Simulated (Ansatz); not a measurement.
Take HfN in the rock salt structure (space group Fm-3m, No. 225; relaxed with 0.1 eV smearing) as the base.

```
HfN
1.0
    0.00000     2.23415     2.23415
    2.23415     0.00000     2.23415
    2.23415     2.23415     0.00000
Hf N
1 1
Direct
  0.00000   0.00000   0.00000
  0.50000   0.50000   0.50000
```

Calculations: LDA (Ansatz, a program for electronic structure; PAW; 420 eV plane waves; scalar-relativistic without spin-orbit coupling).

Before the change:

- Pressure: 0.0 GPa

Modification: an isotropic linear strain of −2.50 %; the atoms relax in the strained cell.

Task: What does the calculation give for the energy relative to the base after the change?

Result: The energy increases by 64 meV/atom.

Task: How does this affect the pressure?

Result: The pressure goes from zero to 26.9 GPa.

Stability against distortions was not tested. The final runs are not spin-polarised. An odd electron count without spin: HfN.
